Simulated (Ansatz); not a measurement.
## Ca3GeO, element substitutions

Base system: Ca₃GeO (space group Imma, No. 74; a = 6.600 Å, b = 9.334 Å, c = 6.623 Å; a cell from a computed database, its experimental status unchecked).

Each row replaces one element on all its sites; cell and atoms are relaxed.

Calculations: Ansatz (an electronic-structure program) PBEsol, no spin-orbit coupling.

```json
[
 {"variant": "base", "density": "3.40 g/cm³", "shortest interatomic distance": "2.344 Å", "band gap": "zero"},
 {"variant": "Ge → Se", "density": "3.13 g/cm³", "shortest interatomic distance": "2.257 Å", "band gap": "zero"},
 {"variant": "Ca → Na", "density": "2.73 g/cm³", "shortest interatomic distance": "2.268 Å", "band gap": "zero"},
 {"variant": "O → S", "density": "2.71 g/cm³", "shortest interatomic distance": "2.674 Å", "band gap": "0.59 eV"}
]
```

Whether these cells are dynamically stable was not tested. As relaxed here, Ca3SeO, Na3GeO and Ca3GeS are hypothetical phases, not in the database extracts checked. All final runs are without spin polarisation. Ca3SeO and Na3GeO have a high density of states at the Fermi level and may be magnetic at this level. Gaps under 0.05 eV, about the width of the smearing, are given as zero. A zero or small gap of Ca3GeO can be the functional's error rather than a property of the material.
